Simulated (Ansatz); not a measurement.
**HgO (model structure, started from the NiAs type, P6₃/mmc, No. 194, 4 atoms in the cell): c axis length by level of theory**

No measured value is used here.

| level (code) | value (Å) |
|---|---|
| PBE (Ansatz) | 5.959 |
| PBEsol (Ansatz) | 5.865 |
| PBE-D3(BJ) (Ansatz) | … |

Problem. Some entries are withheld; supply them.

Solution. 
- PBE-D3(BJ) (Ansatz, an electronic-structure program), value (Å): 5.935

Density-functional levels without +SOC have no spin–orbit coupling. Ansatz's density-functional and Hartree–Fock values are scalar-relativistic unless marked +SOC, with PAW data made under PBE.

A model structure was made by putting elements into a prototype or built by hand; it is no filed structure, need not be a known phase, and can be a saddle point held by its symmetry.
